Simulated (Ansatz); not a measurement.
Base system: ZnSe in the zinc blende structure (space group F-43m, No. 216; a = 5.6661 Å).

Computed with Ansatz (a program for electronic structure), r2SCAN, PAW, cutoff 500 eV, spin-orbit coupling left out, earlier PAW set.

Carriers are added at fixed cell with a uniform background; the Fermi–Dirac width is that of 300 K.

One change was made to it. Results:

The valley order (the lowest conduction-band minima on the path, energy above the VBM, named in the base's zone) goes from Γ 1.86 eV; L along ⟨111⟩ 3.05 eV; X along ⟨100⟩ 3.34 eV to Γ 1.70 eV; L along ⟨111⟩ 2.90 eV; X along ⟨100⟩ 3.11 eV; the Fermi level relative to the doped band's edge (positive inside the band; to 0.05 eV) amounts to +2.00 eV.

### Question
Name the change that was made.
A. electrons 5.0×10^21 cm⁻³
B. holes 1.0×10^22 cm⁻³
C. electrons 2.0×10^21 cm⁻³
D. electrons 1.0×10^22 cm⁻³
E. holes 1.0×10^21 cm⁻³

### Answer
D, electrons 1.0×10^22 cm⁻³. For comparison, the Fermi level from band edge in the other runs: electrons 2.0×10^21 cm⁻³ gives +1.45 eV; holes 1.0×10^22 cm⁻³ gives +0.70 eV; holes 1.0×10^21 cm⁻³ gives +0.20 eV; electrons 5.0×10^21 cm⁻³ gives +1.70 eV.

Charged cell with a jellium background: band edges are those of the host's band count, energies are not comparable with the neutral cell, and many-body gap narrowing is missing. The levels and masses belong to the bands next to the band gap. Whether these cells are dynamically stable was not tested.
